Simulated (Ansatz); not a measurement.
Consider ZnSe in the zinc blende structure (space group F-43m, No. 216).

```
ZnSe
1.0
    0.00000     2.78375     2.78375
    2.78375     0.00000     2.78375
    2.78375     2.78375     0.00000
Zn Se
1 1
Direct
  0.00000   0.00000   0.00000
  0.25000   0.25000   0.25000
```

Cartesian axes are those of the cell as printed.

The values are results of LDA/PAW in Ansatz (an electronic-structure program), no spin-orbit coupling, not measurements.

Strains are applied to the cell and any free atomic positions relax; under biaxial strain the out-of-plane vector relaxes too.

One change was made to it. Results:

```tsv
quantity	base	after
electron mass	0.090 mₑ (at Γ)	0.088 mₑ (at Γ)
volume per atom	21.57 Å³	21.74 Å³
```

Task: What was done to the base?
A) biaxial strain −1.00 %, plane normal [001], relaxed out of plane
B) biaxial strain +1.00 %, plane normal [001], relaxed out of plane
C) biaxial strain −3.00 %, plane normal [001], relaxed out of plane
D) biaxial strain +0.50 %, plane normal [001], relaxed out of plane

Result: B, biaxial strain +1.00 %, plane normal [001], relaxed out of plane. For comparison, the electron mass in the other runs: biaxial strain −3.00 %, plane normal [001], relaxed out of plane gives 0.099 mₑ out of plane, 0.091 mₑ in plane (at Γ); biaxial strain −1.00 %, plane normal [001], relaxed out of plane gives 0.091 mₑ (at Γ); biaxial strain +0.50 %, plane normal [001], relaxed out of plane gives 0.089 mₑ (at Γ).

The levels and masses belong to the bands next to the band gap. Effective masses come from finite differences of ±0.01 Å⁻¹. Stability against distortions was not tested.
